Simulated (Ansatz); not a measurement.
Consider CuI in the zinc blende structure (space group F-43m, No. 216; a = 5.8619 Å).

Method: LDA (Ansatz, a first-principles code), no spin-orbit coupling.

One change was made to it. Results:

```tsv
quantity	base	after
hole mass (degenerate bands, along [100])	0.18, 0.57, 0.57 mₑ (at Γ)	0.19, 0.46, 0.46 mₑ (at Γ)
width of the top valence band	1.92 eV	2.47 eV
electron mass	0.14 mₑ (at Γ)	0.15 mₑ (at Γ)
volume per atom	25.18 Å³	22.39 Å³
```

Task: Which change produced these results?
(A) pressure −1 GPa
(B) pressure 2.1 GPa
(C) pressure 4.5 GPa
(D) pressure 0.9 GPa
(E) pressure 9 GPa

Result: E, pressure 9 GPa. For comparison, the electron mass in the other runs: pressure −1 GPa gives 0.14 mₑ (at Γ); pressure 2.1 GPa gives 0.14 mₑ (at Γ); pressure 0.9 GPa gives 0.14 mₑ (at Γ); pressure 4.5 GPa gives 0.14 mₑ (at Γ).

Spin-orbit coupling, missing from the scalar runs, can matter with I. The levels and masses belong to the bands next to the band gap. Load acts through the strain it causes; cell and atoms are relaxed under it. Effective masses come from finite differences of ±0.01 Å⁻¹. No phonon test of stability was made. Tetrahedral semiconductors of this kind turn to denser phases somewhere between about 1 and 50 GPa; those were not computed, so compressed cells here can lie past the real transition. All final runs are without spin polarisation.
